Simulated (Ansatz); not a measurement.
Worked example: self-consistent single point of Sr2Mg (I4mm, 3 atoms in the cell) in Ansatz (an electronic-structure program)

Computed with PBEsol, default PAW files made with PBE (plane waves; Ansatz).

The input file:

Ansatz 0.2 input:
```yaml
crystal:
  lattice:
    - [-2.12880100, 2.12880100, 7.28372700]
    - [2.12880100, -2.12880100, 7.28372700]
    - [2.12880100, 2.12880100, -7.28372700]
  atoms:
    - { symbol: Sr, position_ang: [0.00000000, -0.00000000, 5.26558106] }
    - { symbol: Sr, position_ang: [0.00000000, -0.00000000, 9.35186844] }
    - { symbol: Mg, position_ang: [0.00000000, 0.00000000, 0.00000000] }
basis:
  ecutwfc: 30.9 Ry
kpoints:
  mp_grid:
    grid: [7, 7, 7]
hamiltonian:
  xc: pbesol
  pseudopotentials:
    kind: paw
scf:
  occupations:
    method: gaussian
    width: 0.0073 Ry
output:
  forces: true
  eigenvalues: true
  stress: true
```

Output, abridged:

```
WARN ansatz: RAYON_NUM_THREADS=1 ignored (pool sized by the plan → 1); use --threads N
basis.fft_grid_basis auto: the FFT boxes are laid along the combinations [[1, 0, 1], [0, 1, 1], [0, 0, 1]] of the cell's own vectors, 4.258, 4.258 and 7.881 Å …
Pseudopotentials: kind: paw
Pseudopotential: Sr, paw, valence charge 10
Pseudopotential: Mg, paw, valence charge 10
Crystal: 3 atoms, lattice volume = 132.033 Å³
Basis set: ecut = 420.4159175005146 eV, 2553 PW (Γ), FFT grids on a1+a3, a2+a3, a3, exchange–correlation on 60×60×108 points (8 copies of the dense FFT grid, shifted against one another)
Bands: 19, of which v1, the nominal top of the filled ones, is band 15 counted from 1 (14 counted from 0)
Symmetry: 8 space group operations
Space group: I4mm (ITA 107), of the structure as read, at distance tolerance 5.1e-5 Å
k-points: 40 of 343 (time reversal used)
PAW frozen core: Sr, regenerated for the run's functional, and the local potential with it
PAW frozen core: Mg, regenerated for the run's functional, and the local potential with it
Initial density: superposition of atomic densities (neutral atoms: chi_scale 0, normalization atom), corrected by the library's trained network
Initial wavefunctions: pseudopotential atomic-orbital guess
Eigensolver: davidson
Functional: x = pbesol(κ = 0.804, μ = 0.12345679012345678), c = pbesol(β = 0.046)
SCF iter   1: F=—  HF=-8896.548138 eV  |F-HF|=—  |Δ(HF+E_count)|=         —  Δρ=1.48e-3  dr2=2.89e-3  ethr=1.77e-3  ⟨swp⟩=8.6  Hψ=4552  notcnv=0
all-band conjugate gradients solve this SCF's bands
preconditioner: auto → Kerker (q_TF=auto, 2.131 Å⁻¹)
SCF iter   2: F=—  HF=-8896.548293 eV  |F-HF|=—  |Δ(HF+E_count)|=   1.54e-4  Δρ=7.47e-4  dr2=1.19e-3  ethr=9.62e-6  ⟨swp⟩=3.3  Hψ=2002  notcnv=0
SCF iter   3: F=—  HF=-8896.548131 eV  |F-HF|=—  |Δ(HF+E_count)|=   1.61e-4  Δρ=2.40e-4  dr2=1.15e-4  ethr=3.96e-6  ⟨swp⟩=2.0  Hψ=1320  notcnv=0
SCF iter   4: F=—  HF=-8896.548107 eV  |F-HF|=—  |Δ(HF+E_count)|=   2.42e-5  Δρ=8.63e-5  dr2=1.21e-5  ethr=3.85e-7  ⟨swp⟩=2.1  Hψ=1252  notcnv=0
SCF iter   5: F=—  HF=-8896.548086 eV  |F-HF|=—  |Δ(HF+E_count)|=   2.13e-5  Δρ=2.21e-5  dr2=7.87e-7  ethr=4.04e-8  ⟨swp⟩=2.0  Hψ=1362  notcnv=0
SCF iter   6: F=-8896.548086 eV  HF=-8896.548086 eV  |F-HF|=9.46e-9  |Δ(HF+E_count)|=   2.02e-7  Δρ=4.06e-6  dr2=4.66e-8  ethr=3.33e-10  ⟨swp⟩=6.0  Hψ=4373  notcnv=0
SCF 1 converged in 6 iterations: F = -8896.548086 eV  dr2 = 4.66e-8
SCF converged after 6 iterations
Free energy (F): -8896.548086 eV
Harris-Foulkes:  -8896.548086 eV  (|F-HF|=9.46e-9)
Internal energy: -8896.529752 eV  (E = F + TS)
E sigma→0 (E₀):  -8896.538919 eV
Entropy (-TS):   -0.018334 eV (-6.111 meV/atom)
Fermi energy:    4.950696 eV
--- Per-component energies (eV) ---
  E_band       = -631.364851
  E_kinetic    = 557.954765
  E_local      = -3361.715259  (includes V_loc(G=0)·N_el)
  E_nonlocal   = 504.643774
  E_hartree    = 1066.056532
  E_xc         = -366.826972
  E_vxc        = -353.355605  (∫ρ·V_xc dr)
  E_paw        = -5570.704785  (= ΣΔE_a)
  E_vpaw       = -111.005679  (= ΣTr[D̂ρ^β])
  E_aug_tail   = -0.000005  (compensation charges beyond the density's cutoff)
  E_ewald      = -1726.265359
  E_core_change = 0.327557  (= ΣΔE_core)
  E_smearing   = -0.018334  (= −TS)
  E_closure    = -0.000000  (closes the sum)
  Σ components = -8896.548086   (vs F -8896.548086, Δ=0.00e0)
--- Forces (eV/Å), atoms counted from 1 ---
  atom   1  Sr    -0.00000000     0.00000000    -0.08792578
  atom   2  Sr     0.00000000     0.00000000     0.05260742
  atom   3  Mg    -0.00000000     0.00000000     0.03531858
  max |Σ_I F_I| component: 2.20e-7 eV/Å
--- Stress (GPa, compression-positive) ---
       -1.025414      -0.000000      -0.000000
       -0.000000      -1.025414       0.000000
       -0.000000       0.000000      -0.925378
  P = ⅓ Tr σ = -0.9921 GPa (-9.921 kbar)
  The stress holds the Pulay correction. Without it, at fixed plane waves, as pw.x and ABINIT print it: P = -0.9944 GPa
--- Band table (eV; the first three rows and the last of 40) ---
  k-point 0: bands = ["-70.7320", "-37.6801", "-37.6723", "-37.6723", "-31.2816", "-31.2533", "-13.3749", "-13.2357", "-13.2357", "-13.2111", "-13.2055", "-13.2055", "0.5880", "3.4995", "4.0834", "6.0525", "6.2463", "6.9896", "7.4159"]
  k-point 1: bands = ["-70.7320", "-37.6801", "-37.6724", "-37.6724", "-31.2795", "-31.2517", "-13.3645", "-13.2574", "-13.2550", "-13.2310", "-13.2234", "-13.2056", "0.9762", "3.9200", "4.1842", "5.7208", "6.0696", "6.3979", "7.5739"]
  k-point 2: bands = ["-70.7320", "-37.6800", "-37.6725", "-37.6725", "-31.2750", "-31.2479", "-13.3432", "-13.2985", "-13.2965", "-13.2704", "-13.2634", "-13.2134", "2.0051", "4.5314", "4.8116", "5.0166", "5.4993", "6.0320", "6.6539"]
  k-point 39: bands = ["-70.7320", "-37.6801", "-37.6724", "-37.6723", "-31.2797", "-31.2534", "-13.3090", "-13.2836", "-13.2552", "-13.2385", "-13.2193", "-13.1989", "1.1812", "2.3181", "5.4368", "5.5716", "6.6489", "6.6792", "6.9510"]
```

The run converged in 6 iterations.

The starting cell comes from a database of computed structures (which also holds hypothetical and non-ambient phases and stackings), without a prior relaxation at this level. Its lattice was rescaled by up to half a per cent. One atom was moved a little off its site on purpose. Ansatz's pressure includes its estimate of the finite-basis (Pulay) stress.
